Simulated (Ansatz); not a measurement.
Data:

```xyz
2
Lattice="0.0000 2.8400 3.0859 2.8400 0.0000 3.0859 2.8400 2.8400 0.0000" Properties=species:S:1:pos:R:3 pbc="T T T"
Cd     0.0000     0.0000     0.0000
S      1.4200     1.4200     1.5430
```

Level of theory: PBEsol with spin-orbit coupling, rigid bands (plane waves, PAW; Ansatz, an electronic-structure program). Condition of this run: uniaxial stress zz = -2 GPa (compression positive) (the target of the relaxation). How the cell was made: cell and atoms relaxed with PBEsol, then loaded as said.

Question: Predict the electron conductivity mass (n e² τ/σ) at 300 K, by direction if it differs.

Answer: 0.119 (x), 0.119 (y), 0.133 (z) mₑ.

Question: Predict the hole conductivity mass (n e² τ/σ) at 300 K, by direction if it differs.

Answer: 0.64 (x), 0.64 (y), 0.83 (z) mₑ.

Question: And the band gap?

Answer: 0.88 eV at this level; semilocal functionals usually fall short of the measured gap.

Rigid bands, one relaxation time for all states, no polarons.
